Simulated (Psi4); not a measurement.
Psi4 1.11, TPSS/def2-svpd: W(NH)(S)(F)(OSiH3) ([NH]=[W]([F])(=[S])[O][SiH3]), 10 atoms. The geometry is a generated start, not checked to be a minimum at this level.

```json
{
  "task": "energy",
  "method": "tpss",
  "basis": "def2-svpd",
  "memory": "3 GB",
  "maxiter": "100",
  "keys_of_the_molecule_block": "symmetry c1",
  "scf_type": "df (default)",
  "guess": "auto, which took SAD (default)",
  "scf_initial_accelerator": "adiis (default)",
  "e_convergence": "1e-06 (default)",
  "d_convergence": "1e-06 (default)",
  "dft_radial_points": "75 (default)",
  "dft_spherical_points": "302 (default)",
  "effective_core_potentials": "those of the basis set, past Kr",
  "basis_functions": "184",
  "grid_points": "216303"
}
```

```xyz
10

W     -0.5351    -0.2616     1.2566
N     -1.6121    -1.6321     0.8813
H     -2.2044    -2.4479     0.7097
S      0.3954    -0.4293     3.2403
F     -1.4315     1.3807     1.2353
O      0.7402     0.1278    -0.0483
Si     1.0943     0.6982    -1.5292
H      0.2335    -0.0108    -2.4930
H      2.5176     0.4336    -1.7525
H      0.8020     2.1413    -1.5001
```

Charge 0 and multiplicity 1 are set for this test and not shown to be the ground state.

One run each on 2 threads. Values of diis_max_vecs tried: 3, 6, 10 (default), 20.

**Question.** Predict the course of the SCF iterations along this series.

**Answer.** Fewest SCF iterations, within one of each other: 10 (default) with 13, 20 with 13. The count rises to 16 at 6. The run ends without SCF convergence in 100 iterations at 3.

| diis_max_vecs | SCF iterations | end |
|---|---|---|
| 3 | 100 | no convergence |
| 6 | 16 | same solution |
| 10 (default) | 13 | same solution |
| 20 | 13 | same solution |
